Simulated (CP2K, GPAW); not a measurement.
A CP2K input for a self-consistent single point of RbBr (Fm-3m, 2 atoms in the cell) (DFT PBE, GPW, DZVP-MOLOPT-SR-GTH basis, GTH-PBE potentials (GTH_POTENTIALS)):

```
&GLOBAL
  PROJECT calc
  RUN_TYPE ENERGY_FORCE
  PRINT_LEVEL LOW
&END GLOBAL
&FORCE_EVAL
  METHOD Quickstep
  STRESS_TENSOR ANALYTICAL
  &DFT
    BASIS_SET_FILE_NAME BASIS_MOLOPT
    POTENTIAL_FILE_NAME GTH_POTENTIALS
    &QS
      METHOD GPW
      EPS_DEFAULT 1E-10
    &END QS
    &MGRID
      CUTOFF 500
      REL_CUTOFF 60
      NGRIDS 5
    &END MGRID
    &SCF
      SCF_GUESS ATOMIC
      EPS_SCF 1E-6
      MAX_SCF 100
      ADDED_MOS 4
      &DIAGONALIZATION
        ALGORITHM STANDARD
      &END DIAGONALIZATION
      &MIXING
        METHOD BROYDEN_MIXING
        ALPHA 0.3
        NBUFFER 8
        BETA 1.5
      &END MIXING
      &SMEAR ON
        METHOD FERMI_DIRAC
        ELECTRONIC_TEMPERATURE [K] 580.23
      &END SMEAR
    &END SCF
    &KPOINTS
      SCHEME MONKHORST-PACK 7 7 7
    &END KPOINTS
    &XC
      &XC_FUNCTIONAL PBE
      &END XC_FUNCTIONAL
    &END XC
    &PRINT
      &MO
        EIGENVALUES T
        OCCUPATION_NUMBERS T
        NDIGITS 8
        FILENAME mo
        &EACH
          QS_SCF 0
        &END EACH
        ADD_LAST NUMERIC
      &END MO
      &MULLIKEN OFF
      &END MULLIKEN
    &END PRINT
  &END DFT
  &SUBSYS
    &CELL
      A 4.74420000 0.00000000 0.00000000
      B 2.37210000 4.10859800 0.00000000
      C 2.37210000 1.36953300 3.87362300
      PERIODIC XYZ
    &END CELL
    &COORD
      Rb       0.00000000     0.00000000     0.00000000
      Br       4.74420000     2.73906550     1.93681150
    &END COORD
    &KIND Rb
      BASIS_SET DZVP-MOLOPT-SR-GTH
      POTENTIAL GTH-PBE-q9
    &END KIND
    &KIND Br
      BASIS_SET DZVP-MOLOPT-SR-GTH
      POTENTIAL GTH-PBE-q7
    &END KIND
  &END SUBSYS
  &PRINT
    &FORCES ON
    &END FORCES
    &STRESS_TENSOR ON
    &END STRESS_TENSOR
  &END PRINT
&END FORCE_EVAL
```

### Question
Give the GPAW input for the same structure, mesh, smearing and functional.

### Answer
This is the input that was run; spellings and numerical settings could be chosen otherwise.

```python
from ase import Atoms
from ase.units import GPa
from gpaw import GPAW

atoms = Atoms(['Rb', 'Br'],
              cell=[[0.000000, 3.354656, 3.354656],
                    [3.354656, 0.000000, 3.354656],
                    [3.354656, 3.354656, 0.000000]],
              scaled_positions=[[0.000000, 0.000000, 0.000000],
                                [0.500000, 0.500000, 0.500000]],
              pbc=True)

calc = GPAW(mode={'name': 'pw', 'ecut': 550},
            xc='PBE',
            kpts=(7, 7, 7),
            occupations={'name': 'fermi-dirac', 'width': 0.05},
            nbands=-6,
            convergence={'density': 1e-05, 'energy': 1e-05, 'bands': -4},
            symmetry={'symmorphic': False, 'tolerance': 0.0005},
            maxiter=120)

atoms.calc = calc

energy = atoms.get_potential_energy()
print('Energy (eV):', round(energy, 6))
forces = atoms.get_forces()
print('Forces (eV/Ang):')
print(forces.round(5))
stress = atoms.get_stress()
print('Stress (GPa, Voigt):', (stress / GPa).round(4))
```

Basis settings and potentials, where a program has them, do not carry over. This input uses DFT PBE, plane waves, GPAW PAW datasets PBE (gpaw-data 1.0.1). Both were run: pressure 2.52 GPa in CP2K and 2.26 in GPAW; gap on the mesh 4.563 eV in CP2K and 4.537 in GPAW.

On CP2K: the starting cell comes from a database of computed structures (which also holds hypothetical and non-ambient phases and stackings), without a prior relaxation at this level. Its lattice was rescaled by a random factor within 2.5 % of one. For this run, on top of that: lattice scaled by 0.98. Values carry the incompleteness of an atom-centred basis.

On GPAW: the starting cell comes from a database of computed structures (which also holds hypothetical and non-ambient phases and stackings), without a prior relaxation at this level. Its lattice was rescaled by a random factor within 2.5 % of one. For this run, on top of that: lattice scaled by 0.98.
